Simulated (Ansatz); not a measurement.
For TiC (model structure, started from the NbAs type, I4₁md, No. 109, 4 atoms in the cell), LDA in Ansatz (PAW) gives:

| Quantity | Result |
|---|---|
| lattice constant a | 2.772 Å |
| c axis length | 10.551 Å |
| bulk modulus B0 | 248 GPa |
| cohesive energy | 7.90 eV/atom |

Q: What does r²SCAN (Ansatz, a first-principles code, plane waves, PAW) give for the same quantities?

A: 
- lattice constant a: 2.825 Å (rises by 1.9 %)
- lattice parameter c: 10.634 Å (grows by 0.8 %)
- bulk modulus: 231 GPa (shrinks by 6.9 %)
- cohesive energy: 6.36 eV/atom (falls by 1.54 eV/atom)

Changes are worked out from the printed values.

Unless a cell is named, each level is at its own relaxed cell (LDA 10.13, r²SCAN 10.61 Å³/atom).

Caveats: the bulk modulus is −V dP/dV from two relaxed cells at ±2 % in volume (LDA, r²SCAN). Ansatz's density-functional and Hartree–Fock values are scalar-relativistic unless marked +SOC, with PAW data made under PBE.

A model structure was made by putting elements into a prototype or built by hand; it is no filed structure, need not be a known phase, and can be a saddle point held by its symmetry.
